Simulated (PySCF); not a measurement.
PySCF 2.14.0, MP2 (frozen core)/cc-pvdz: C[Si@@H](N)OC1=CC[SiH2]1, 19 atoms. The geometry is a generated start, not checked to be a minimum at this level.

```
Quantity                                               Value
-------------------------------  ---------------------------
task                                                     mp2
basis                                                cc-pvdz
two-electron scheme              exact four-centre integrals
frozen core                                             true
mf.init_guess                                minao (default)
mf.DIIS                                      CDIIS (default)
mf.diis_space                                    8 (default)
mf.conv_tol                                  1e-09 (default)
basis functions (reference run)                          175
```

On 4 threads, 1 BLAS thread. Build: conda-forge: OpenMP (GNU), OpenBLAS with its own threads, libcint, Libxc. One run each, on a shared machine, so no times are given.

Values of mol.max_memory tried: 8000 MB, 4000 MB, 2000 MB, 1000 MB, 500 MB, 300 MB, 200 MB.

**Question.** Which of these memory settings still run, and by which path?

**Answer.** It runs down to 200 MB, the lowest tried, with the same result. At 8000 MB: SCF integrals in memory, transformation in memory. From 1000 MB down: direct SCF, transformation through a file.

| mol.max_memory | path | peak memory |
|---|---|---|
| 8000 MB | SCF integrals in memory, transformation in memory | 1.4 GiB |
| 4000 MB | SCF integrals in memory, transformation in memory | 1.4 GiB |
| 2000 MB | SCF integrals in memory, transformation in memory | 1.4 GiB |
| 1000 MB | direct SCF, transformation through a file | 1.0 GiB |
| 500 MB | direct SCF, transformation through a file | 1.0 GiB |
| 300 MB | direct SCF, transformation through a file | 1.0 GiB |
| 200 MB | direct SCF, transformation through a file | 1.0 GiB |

Peak memory is the kernel's count for the largest process, libraries included and scratch files not. The peak passes the setting at 1000 MB, 500 MB, 300 MB, 200 MB: it is no hard cap. MP2's transformation through a file may take 2000 MB even at lower settings.
